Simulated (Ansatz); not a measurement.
NiTe2 (P-3m1, No. 164, 3 atoms in the cell; start mp-2578) was calculated with PBEsol (PAW; Ansatz, a first-principles code).

Numerical settings: plane-wave cutoff 520 eV, 18×18×10 k mesh (along the axes of the cell as run), Fermi–Dirac smearing 0.05 eV, no spin polarisation, scalar-relativistic PAW data made under PBE.

Cell (relaxed at this level):

```
NiTe2
1.0
    3.83366     0.00000     0.00000
   -1.91683     3.32005     0.00000
    0.00000     0.00000     5.13889
Ni Te
1 2
Cartesian
  0.00000   0.00000   0.00000
  0.00000   2.21337   1.29259
  1.91683   1.10668   3.84630
```

### Question
What does this level give for the bulk modulus B0?

### Answer

- bulk modulus B0: 62.9 GPa

The run finds no gap.

Note: the bulk modulus is −V dP/dV from two relaxed cells at ±2 % in volume; the relaxation could not lower the start's symmetry, so the cell can be a saddle point above a distorted one.

Spin–orbit coupling is not included; it can open a gap where bands touch, and shift volumes and moduli.

Cost on a shared machine: roughly 10 core-minutes.

A start named mp-… is a Materials Project structure, which need not be a measured phase.
